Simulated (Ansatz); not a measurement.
Start from Pt in the fcc (Cu type) structure (space group Fm-3m, No. 225; a = 3.940 Å). Axes: x, y, z lie along the cube axes.

Method: r2SCAN (Ansatz, an electronic-structure program), without spin-orbit coupling.

For the base:

* **Pressure**: 0.0 GPa

The change: the symmetric strain tensor [0.0240 -0.0119 -0.0034; -0.0119 -0.0036 0.0040; -0.0034 0.0040 -0.0328], atoms relaxed at fixed cell.

Q: Estimate the effect on the pressure and energy relative to the base.

A: The pressure (mean of the normal stresses, compression positive) goes from zero to 4.2 GPa; the energy increases by 10 meV/atom.

Without a gap, meshes like the base's 20×20×20 leave anisotropic stresses uncertain by several tenths of a GPa, and small strain energies with them. Stability against distortions was not tested. All final runs are without spin polarisation.
